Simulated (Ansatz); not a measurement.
The parent structure is MgO in the rock salt structure (space group Fm-3m, No. 225; a = 4.204 Å). Axes: x, y, z lie along the cube axes.

Method: r2SCAN in Ansatz (plane waves to 500 eV, PAW, no spin-orbit coupling).

For the base:

| Quantity | Result |
|---|---|
| Band gap | 5.68 eV |
| Electron mass | 0.36 mₑ (at Γ) |

Now apply this change: uniaxial strain ε_zz = +2.50 %, all other strain components held at zero, atoms relaxed at fixed cell.

What happens to the band gap, energy relative to the base, hole mass, stress and electron mass?

The band gap falls by 0.286 eV to 5.40 eV; the energy goes up by 5.1 meV/atom; the hole mass amounts to 0.40 mₑ along z, 2.2 mₑ across (at Γ); the stress (xx, yy, zz, yz, xz, xy; compression positive) comes out as (-2.25, -2.25, -6.67, 0.00, 0.00, 0.00) GPa; the electron mass goes from 0.36 mₑ (at Γ) to 0.34 mₑ along z, 0.36 mₑ across (at Γ).

Masses are band curvatures over ±0.01 Å⁻¹ around the edge. No phonon test of stability was made.

Ansatz is an electronic-structure program.
